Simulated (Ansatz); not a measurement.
Functionals compared on H2O on the 1x1 (111) surface of fcc Ag, one in a 2x2 cell, started at the site 'hollow Ag-Ag-Ag over Ag at depth 2.4 Å', in Ansatz (plane waves, PAW). The structure was relaxed with PBE; the other rows are single points on it, each with its references at the same level. Cutoff 420 eV (500 eV for r2SCAN).

Slab: 19 atoms, 7.1 Å thick at the start under the adsorbate (thin: gaps and levels are the slab's own); k 6x6x1, smearing 0.1 eV, dipole-corrected; 8 atoms held, the rest relaxed; no symmetry held; no spin, no spin-orbit, no U, no dispersion correction. At the end no host atom lies within bonding distance. In PBE it is, or lies within 0.03 eV of, the lowest of the starts that converged. These notes are the PBE run's. Adsorption energies are against H2O(g). A negative adsorption energy means that the adsorbate is more stable on the surface than in its reference.

| functional | adsorption energy (eV) | work function of the top face (eV) | change of the work function (eV) | rough cost of the single point |
|---|---|---|---|---|
| PBE | -0.13 | 4.22 | -0.23 | – |
| RPBE | 0.01 | 4.05 | -0.19 | around 4 core-minutes (rough) |
| r2SCAN | … | … | … | roughly 8 core-minutes |

Fill in the missing entries.


- r2SCAN, adsorption energy (eV): -0.23
- r2SCAN, work function of the top face (eV): 4.14
- r2SCAN, change of the work function (eV): -0.26

Ansatz is a first-principles code.
